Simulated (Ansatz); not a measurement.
# Fermi-surface data of ScPd (Pm-3m)

```
PdSc
1.0
    3.26682     0.00000     0.00000
    0.00000     3.26682     0.00000
    0.00000     0.00000     3.26682
Sc Pd
1 1
Direct
  0.50000   0.50000   0.50000
  0.00000   0.00000   0.00000
```

Computed with PBEsol, rigid bands (plane waves, PAW, scalar-relativistic; Ansatz, a quantum-chemistry and plane-wave program). Geometry: cell and atoms relaxed with PBEsol.

- density of states at the Fermi level: 1.34 states/(eV·cell), both spins
- bare Sommerfeld coefficient: 1.58 mJ/(mol of atoms·K²)
- Drude plasma energy: 6.6 eV
- root-mean-square Fermi velocity: 6.6e5 m/s
- resistivity times τ: 11.1 ×10⁻²² Ω·m·s

A metal at this level (no band gap); rigid bands, thermally averaged at 300 K, both spins. Spin-orbit coupling is left out. τ is one relaxation time for all states.

Formula and space group known from diffraction (Crystallography Open Database), not checked to be the room-temperature form: ScPd (Pm-3m).
